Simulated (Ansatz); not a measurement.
A self-consistent single point of La2Zn5Pb (Cmcm, 16 atoms in the cell) with Ansatz (a quantum-chemistry and plane-wave program)

Computed with PBEsol, default PAW files made with PBE (plane waves; Ansatz).

This input was run:

Ansatz 0.2 input:
```yaml
# La2Zn5Pb
crystal:
  lattice:
    - [2.277500, -8.418650, 0.000000]
    - [2.277500, 8.418650, 0.000000]
    - [0.000000, 0.000000, 9.172100]
  atoms:
    - { symbol: La, position: [0.205900, 0.794100, 0.250000] }
    - { symbol: La, position: [0.794100, 0.205900, 0.750000] }
    - { symbol: La, position: [0.000000, 0.000000, 0.000000] }
    - { symbol: La, position: [0.000000, 0.000000, 0.500000] }
    - { symbol: Pb, position: [0.555860, 0.444140, 0.250000] }
    - { symbol: Pb, position: [0.444140, 0.555860, 0.750000] }
    - { symbol: Zn, position: [0.814630, 0.185370, 0.108490] }
    - { symbol: Zn, position: [0.185370, 0.814630, 0.608490] }
    - { symbol: Zn, position: [0.185370, 0.814630, 0.891510] }
    - { symbol: Zn, position: [0.814630, 0.185370, 0.391510] }
    - { symbol: Zn, position: [0.657050, 0.342950, 0.013880] }
    - { symbol: Zn, position: [0.342950, 0.657050, 0.513880] }
    - { symbol: Zn, position: [0.342950, 0.657050, 0.986120] }
    - { symbol: Zn, position: [0.657050, 0.342950, 0.486120] }
    - { symbol: Zn, position: [0.395890, 0.604110, 0.250000] }
    - { symbol: Zn, position: [0.604110, 0.395890, 0.750000] }
basis:
  ecutwfc: 420.0
kpoints:
  mp_grid: { grid: [6, 6, 3] }
hamiltonian:
  xc: pbesol
  pseudopotentials: { kind: paw }
scf:
  occupations: { method: cold, width: 0.1 }
output:
  forces: true
  eigenvalues: true
  stress: true
```

The program printed (abridged):

```
WARN ansatz: RAYON_NUM_THREADS=1 ignored (pool sized by the plan → 1); use --threads N
Pseudopotentials: kind: paw
Pseudopotential: La, paw, valence charge 11
Pseudopotential: Pb, paw, valence charge 14
Pseudopotential: Zn, paw, valence charge 12
Crystal: 16 atoms, lattice volume = 351.722 Å³
Basis set: ecut = 420 eV, 6853 PW (Γ), exchange–correlation on 120×120×128 points (8 copies of the dense FFT grid, shifted against one another)
Bands: 116, of which v1, the nominal top of the filled ones, is band 96 counted from 1 (95 counted from 0)
Symmetry: 8 space group operations
Space group: Cmcm (ITA 63), of the structure as read, at distance tolerance 7.1e-5 Å
k-points: 26 of 108
PAW frozen core: La, regenerated for the run's functional, and the local potential with it
PAW frozen core: Pb, regenerated for the run's functional, and the local potential with it
PAW frozen core: Zn, regenerated for the run's functional, and the local potential with it
Initial density: superposition of atomic densities (neutral atoms: chi_scale 0, normalization atom), corrected by the library's trained network
Initial wavefunctions: pseudopotential atomic-orbital guess
Eigensolver: davidson
Functional: x = pbesol(κ = 0.804, μ = 0.12345679012345678), c = pbesol(β = 0.046)
SCF iter   1: F=—  HF=-80970.297982 eV  |F-HF|=—  |Δ(HF+E_count)|=         —  Δρ=4.48e-3  dr2=1.37e-1  ethr=1.77e-3  ⟨swp⟩=9.1  Hψ=14961  notcnv=0
all-band conjugate gradients solve this SCF's bands
preconditioner: auto → Kerker (q_TF=auto, 2.466 Å⁻¹)
SCF iter   2: F=—  HF=-80970.283572 eV  |F-HF|=—  |Δ(HF+E_count)|=   1.44e-2  S|Δr|=    0.00e0  Δρ=1.98e-3  dr2=4.26e-2  ethr=7.16e-5  ⟨swp⟩=2.0  Hψ=5190  notcnv=0  defer=6
SCF iter   3: F=—  HF=-80970.277635 eV  |F-HF|=—  |Δ(HF+E_count)|=   5.94e-3  S|Δr|=    0.00e0  Δρ=1.61e-3  dr2=1.81e-2  ethr=2.22e-5  ⟨swp⟩=2.1  Hψ=4535  notcnv=0  defer=6
SCF iter   4: F=—  HF=-80970.273413 eV  |F-HF|=—  |Δ(HF+E_count)|=   4.22e-3  S|Δr|=    0.00e0  Δρ=3.89e-4  dr2=8.93e-4  ethr=9.41e-6  ⟨swp⟩=2.0  Hψ=4495  notcnv=0  defer=6
SCF iter   5: F=—  HF=-80970.273310 eV  |F-HF|=—  |Δ(HF+E_count)|=   1.04e-4  S|Δr|=    0.00e0  Δρ=1.36e-4  dr2=7.35e-5  ethr=4.65e-7  ⟨swp⟩=2.1  Hψ=5038  notcnv=0  defer=6
SCF iter   6: F=—  HF=-80970.273328 eV  |F-HF|=—  |Δ(HF+E_count)|=   1.79e-5  S|Δr|=    0.00e0  Δρ=1.42e-4  dr2=5.06e-5  ethr=3.83e-8  ⟨swp⟩=2.0  Hψ=4763  notcnv=0  defer=20
SCF iter   7: F=—  HF=-80970.273306 eV  |F-HF|=—  |Δ(HF+E_count)|=   2.18e-5  S|Δr|=    0.00e0  Δρ=3.39e-5  dr2=6.00e-6  ethr=2.64e-8  ⟨swp⟩=2.0  Hψ=4439  notcnv=0  defer=26
SCF iter   8: F=—  HF=-80970.273305 eV  |F-HF|=—  |Δ(HF+E_count)|=   8.76e-7  S|Δr|=    0.00e0  Δρ=1.23e-5  dr2=6.63e-7  ethr=3.13e-9  ⟨swp⟩=2.0  Hψ=4608  notcnv=0  defer=26
SCF iter   9: F=—  HF=-80970.273305 eV  |F-HF|=—  |Δ(HF+E_count)|=   9.47e-8  S|Δr|=    0.00e0  Δρ=7.56e-6  dr2=1.36e-7  ethr=3.45e-10  ⟨swp⟩=2.1  Hψ=4971  notcnv=0  defer=28
SCF iter  10: F=-80970.273305 eV  HF=-80970.273305 eV  |F-HF|=3.73e-8  |Δ(HF+E_count)|=   4.97e-8  S|Δr|=    0.00e0  Δρ=3.18e-6  dr2=2.78e-8  ethr=5.21e-11  ⟨swp⟩=12.4  Hψ=15903  notcnv=0
SCF 1 converged in 10 iterations: F = -80970.273305 eV  dr2 = 2.78e-8
SCF converged after 10 iterations
Stability not checked (fill_not_monotonic)
Free energy (F): -80970.273305 eV
Harris-Foulkes:  -80970.273305 eV  (|F-HF|=3.73e-8)
Internal energy: -80970.271541 eV  (E = F + TS)
E sigma→0 (E₀):  -80970.272717 eV
Entropy (-TS):   -0.001763 eV (-0.110 meV/atom)
Fermi energy:    10.828874 eV
Step filling:    the computed levels leave a gap of 0.0100 eV = 0.1 smearing widths
--- Per-component energies (eV) ---
  E_band       = 272.841100
  E_kinetic    = 2665.688351
  E_local      = -21421.824616  (includes V_loc(G=0)·N_el)
  E_nonlocal   = 7198.322695
  E_hartree    = 9029.413440
  E_xc         = -2354.564955
  E_vxc        = -1387.814395  (∫ρ·V_xc dr)
  E_paw        = -59703.823856  (= ΣΔE_a)
  E_vpaw       = -4840.353623  (= ΣTr[D̂ρ^β])
  E_aug_tail   = -0.003532  (compensation charges beyond the density's cutoff)
  E_ewald      = -16392.254890
  E_core_change = 8.775820  (= ΣΔE_core)
  E_smearing   = -0.001763  (= −TS)
  E_closure    = 0.000000  (closes the sum)
  Σ components = -80970.273305   (vs F -80970.273305, Δ=0.00e0)
--- Forces (eV/Å), atoms counted from 1 ---
  atom   1  La    -0.00000000    -0.32183765    -0.00000000
  atom   2  La     0.00000000     0.32183765     0.00000000
  atom   3  La     0.00000000    -0.00000000     0.00000000
  atom   4  La     0.00000000    -0.00000000     0.00000000
  atom   5  Pb     0.00000000    -0.02619031     0.00000000
  atom   6  Pb    -0.00000000     0.02619031    -0.00000000
  atom   7  Zn    -0.00000000     0.00095831     0.03993313
  atom   8  Zn     0.00000000    -0.00095831     0.03993313
  atom   9  Zn     0.00000000    -0.00095831    -0.03993313
  atom  10  Zn    -0.00000000     0.00095831    -0.03993313
  atom  11  Zn    -0.00000000    -0.12835951    -0.21322599
  atom  12  Zn     0.00000000     0.12835951    -0.21322599
  atom  13  Zn     0.00000000     0.12835951     0.21322599
  atom  14  Zn     0.00000000    -0.12835951     0.21322599
  atom  15  Zn     0.00000000     0.28914095    -0.00000000
  atom  16  Zn    -0.00000000    -0.28914095     0.00000000
  max |Σ_I F_I| component: 5.55e-17 eV/Å
--- Stress (GPa, compression-positive) ---
       -2.200257       0.000000       0.000000
        0.000000      -2.366722      -0.000000
        0.000000      -0.000000      -2.534568
  P = ⅓ Tr σ = -2.3672 GPa (-23.672 kbar)
  The stress holds the Pulay correction. Without it, at fixed plane waves, as pw.x and ABINIT print it: P = -2.4054 GPa
--- Band table (eV; the first three rows and the last of 26) ---
  k-point 0: bands = ["-22.0056", "-21.9993", "-21.5547", "-21.5530", "-5.9670", "-5.9663", "-5.7919", "-5.7765", "-5.7691", "-5.6947", "-5.6059", "-5.6040", "-5.5976", "-5.5888", "-5.5234", "-5.5108", "-5.4994", "-5.4627", "-5.3864", "-5.3782", [...]
  k-point 1: bands = ["-22.0041", "-22.0009", "-21.5543", "-21.5534", "-5.9291", "-5.9174", "-5.8371", "-5.8151", "-5.7720", "-5.7576", "-5.6020", "-5.6017", "-5.5996", "-5.5826", "-5.5596", "-5.5117", "-5.4498", "-5.4073", "-5.3550", "-5.3499", [...]
  k-point 2: bands = ["-22.0039", "-21.9979", "-21.5528", "-21.5514", "-5.9579", "-5.9357", "-5.8423", "-5.8281", "-5.7890", "-5.7482", "-5.6234", "-5.6155", "-5.5777", "-5.5720", "-5.5461", "-5.5102", "-5.4845", "-5.3966", "-5.3863", "-5.3399", [...]
  k-point 25: bands = ["-22.0040", "-22.0009", "-21.5544", "-21.5533", "-5.9291", "-5.9166", "-5.8371", "-5.8173", "-5.7703", "-5.7607", "-5.6044", "-5.6015", "-5.5959", "-5.5835", "-5.5558", "-5.5109", "-5.4606", "-5.4063", "-5.3557", "-5.3405", [...]
```

The run converged in 10 iterations.

The starting cell comes from a database of published, mostly measured structures (it also holds non-ambient and calculated ones), without a prior relaxation at this level. Spin-orbit coupling is off. Ansatz's pressure includes its estimate of the finite-basis (Pulay) stress.

Cost on one core of a shared machine: roughly 2 min.
